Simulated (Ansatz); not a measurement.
An Ansatz (an electronic-structure program) run: Be with a change (biaxial strain −3.00 %, plane normal [001], relaxed out of plane); DFT with PBEsol, PAW potentials and a 420 eV plane-wave cutoff in Ansatz, scalar-relativistic without spin-orbit coupling.

Input:

Ansatz 0.2 input:
```yaml
crystal:
  lattice:
    - [2.1874982532, 0, 0]
    - [1.0937491266, 1.894429058, 0]
    - [0, 0, 3.6113694591]
  atoms:
    - { symbol: Be, position: [0.6666666667, 0.6666666667, 0.75] }
    - { symbol: Be, position: [0.3333333333, 0.3333333333, 0.25] }
basis: { ecutwfc: 420, ecutrho_ratio: 4, xc_grid: 2, fft_grid_basis: typed }
kpoints: { mp_grid: { grid: [29, 29, 16] } }
hamiltonian:
  xc: pbesol
  dispersion: none
  pseudopotentials: { kind: paw }
scf: { occupations: { method: fermi_dirac, width: 0.1 } }
relax: { f_tol: 0.005, max_steps: 50, cell: { stress_tol: 0.01, fix: [a, b, gamma] } }
output: { forces: true, stress: true }
checkpoint: { write: state.ck, write_every: 1000 }
```

Output (explanatory and most iteration lines left out):

```
Relaxation: its limit of steps is 50 (relax.max_steps)
Pseudopotential: Be, paw, valence charge 2
Crystal: 2 atoms, lattice volume = 14.966 Å³
Basis set: ecut = 420 eV, 301 PW (Γ), exchange–correlation on 30×30×50 points (8 copies of the dense FFT grid, shifted against one another)
Bands: 6, of which v1, the nominal top of the filled ones, is band 2 counted from 1 (1 counted from 0)
Symmetry: 24 space group operations
Space group: P63/mmc (ITA 194), of the structure as read, at distance tolerance 2.5e-5 Å
k-points: 765 of 13456
Functional: x = pbesol(κ = 0.804, μ = 0.12345679012345678), c = pbesol(β = 0.046)
SCF iter   1: F=—  HF=-180.666593 eV  |F-HF|=—  |Δ(HF+E_count)|=         —  Δρ=1.96e-3  dr2=4.17e-4  ethr=1.77e-3  ⟨swp⟩=5.3  Hψ=40089  notcnv=0
SCF iter   2: F=—  HF=-180.666469 eV  |F-HF|=—  |Δ(HF+E_count)|=   1.24e-4  Δρ=1.20e-3  dr2=1.58e-4  ethr=1.04e-5  ⟨swp⟩=1.3  Hψ=10936  notcnv=0
SCF 1 converged in 6 iterations: F = -180.666341 eV  dr2 = 5.47e-14
relax step   1: F+E_penalty+E_count = -180.66634092 eV  Δ(F+E_penalty+E_count) = +0.000e0 eV  max|allowed force component| = 1.295e-16 eV/Å  Δτ_max = 0.0000 Å  P = +5.957 GPa  Ω = 14.966 Å³  fix = [a, b, gamma]  reactions: a +11.904, b +11.904 GPa  (6 SCF iters, dr2 threshold 1.00e-7 eV, accepted)
[... steps on the carried basis left out ...]
relax step   4: F+E_penalty+E_count = -180.67033365 eV  Δ(F+E_penalty+E_count) = -1.259e-7 eV  max|allowed force component| = 2.220e-16 eV/Å  Δτ_max = 0.0000 Å  P = +8.041 GPa  Ω = 14.755 Å³  energy of the carried Pulay correction = +3.352e-5 eV  fix = [a, b, gamma]  reactions: a +12.061, b +12.061 GPa  (2 SCF iters, dr2 threshold 1.20e-8 eV, accepted)
Crystal: 2 atoms, lattice volume = 14.755 Å³
Basis set: ecut = 420 eV, 287 PW (Γ), exchange–correlation on 30×30×48 points (8 copies of the dense FFT grid, shifted against one another)
SCF iter   1: F=—  HF=-180.670283 eV  |F-HF|=—  |Δ(HF+E_count)|=         —  Δρ=1.33e-5  dr2=8.00e-9  ethr=8.83e-10  ⟨swp⟩=3.1  Hψ=54122  notcnv=0
SCF iter   2: F=—  HF=-180.670305 eV  |F-HF|=—  |Δ(HF+E_count)|=   2.25e-5  Δρ=5.71e-6  dr2=7.88e-10  ethr=2.00e-10  ⟨swp⟩=2.0  Hψ=6152  notcnv=0
SCF 5 converged in 4 iterations: F = -180.670305 eV  dr2 = 3.65e-13
SCF converged after 4 iterations
Free energy (F): -180.670305 eV
Internal energy: -180.667272 eV  (E = F + TS)
E sigma→0 (E₀):  -180.668789 eV
Entropy (-TS):   -0.003033 eV (-1.517 meV/atom)
Fermi energy:    8.867151 eV
--- Forces (eV/Å), atoms counted from 1 ---
  atom   1  Be    -0.00000000     0.00000000     0.00000000
  atom   2  Be     0.00000000    -0.00000000     0.00000000
--- Stress (GPa, compression-positive) ---
       12.058883      -0.000000       0.000000
       -0.000000      12.058883       0.000000
        0.000000       0.000000      -0.008857
  P = ⅓ Tr σ = 8.0363 GPa (80.363 kbar)
--- Relaxed structure (4 steps of the walk, 4 accepted, 1 SCFs on fresh bases) ---
  cell:  # Å, volume = 14.7551 Å³
    - [2.1874982531969493, 3.792232414994883e-96, 0.0]
    - [1.0937491265984747, 1.894429058002642, 0.0]
    - [0.0, 0.0, 3.560548899208387]
  atoms:
    - { symbol: Be, position: [0.6666666666666667, 0.6666666666666666, 0.7499999999999999] }
    - { symbol: Be, position: [0.33333333333333337, 0.3333333333333333, 0.24999999999999997] }
```

No phonon test of stability was made. The cell was made from Be in the hcp (Mg type) structure (space group P6_3/mmc, No. 194) by this change: biaxial strain −3.00 %, plane normal [001], relaxed out of plane.
